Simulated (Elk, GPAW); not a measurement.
A GPAW input for a self-consistent single point of Cr3Fe (Fm-3m, 4 atoms in the cell) (DFT LDA (Perdew-Wang 92), plane waves, GPAW PAW datasets LDA (gpaw-data 1.0.1)):

```python
from ase import Atoms
from ase.units import GPa
from gpaw import GPAW

atoms = Atoms(['Cr', 'Cr', 'Cr', 'Fe'],
              cell=[[0.000000, 2.852755, 2.852755],
                    [2.852755, 0.000000, 2.852755],
                    [2.852755, 2.852755, 0.000000]],
              positions=[[4.279133, 4.279133, 4.279133],
                         [1.426378, 1.426378, 1.426378],
                         [2.852755, 2.852755, 2.852755],
                         [0.000000, 0.000000, 0.000000]],
              pbc=True)

atoms.set_initial_magnetic_moments([3.0, 3.0, 0.0, 4.0])

calc = GPAW(spinpol=True,
            mode={'name': 'pw', 'ecut': 800},
            xc='LDA',
            kpts={'size': (8, 8, 8), 'gamma': True},
            occupations={'name': 'methfessel-paxton', 'width': 0.136, 'order': 0},
            nbands=-8,
            convergence={'density': 1e-05},
            symmetry={'symmorphic': False, 'tolerance': 0.0005},
            maxiter=150,
            txt='-')

atoms.calc = calc

energy = atoms.get_potential_energy()
print('Energy (eV):', round(energy, 6))
forces = atoms.get_forces()
print('Forces (eV/Ang):')
print(forces.round(5))
stress = atoms.get_stress()
print('Stress (GPa, Voigt):', (stress / GPa).round(4))
```

### Question
Give the Elk input for the same structure, mesh, smearing and functional.

### Answer
This is the input that was run; spellings and numerical settings could be chosen otherwise.

```
tasks
  0

xctype
  3

spinpol
  .true.

reducebf
  0.5

rgkmax
  8.0

gmaxvr
  14.0

nxoapwlo
  1

nempty
  10

stype
  0

swidth
  0.00499791

scale
  7.623920169

avec
    0.0000000000    0.7071067812    0.7071067812
    0.7071067812    0.0000000000    0.7071067812
    0.7071067812    0.7071067812    0.0000000000

sppath
  'species/'

atoms
  2   : nspecies
  'Cr.in'   : spfname
  3   : natoms; atposl, bfcmt below
  0.7500000000  0.7500000000  0.7500000000    0.0 0.0 -3.0
  0.2500000000  0.2500000000  0.2500000000    0.0 0.0 -3.0
  0.5000000000  0.5000000000  0.5000000000    0.0 0.0 0.0
  'Fe.in'   : spfname
  1   : natoms; atposl, bfcmt below
  0.0000000000  0.0000000000  0.0000000000    0.0 0.0 -4.0

ngridk
  8 8 8
```

Basis settings and potentials, where a program has them, do not carry over. This input uses DFT, LDA (PW92), all-electron FP-LAPW, Elk's shipped species files, LAPW+lo basis. LDA parametrisations can differ slightly between programs. Both were run: size of the net moment 0.48 μB/atom in GPAW and 0.46 in Elk.

On GPAW: the starting cell comes from a database of computed structures (which also holds hypothetical and non-ambient phases and stackings), without a prior relaxation at this level. The magnetic order is the one reached from the typed start; others were not searched systematically. With a pressure of about -21 GPa the cell is away from its equilibrium volume at this level.

On Elk: the starting cell comes from a database of computed structures (which also holds hypothetical and non-ambient phases and stackings), without a prior relaxation at this level. The magnetic order is the one reached from the typed start; others were not searched systematically. Values depend on the basis (sphere radii, cutoffs, local orbitals), which need not be converged.
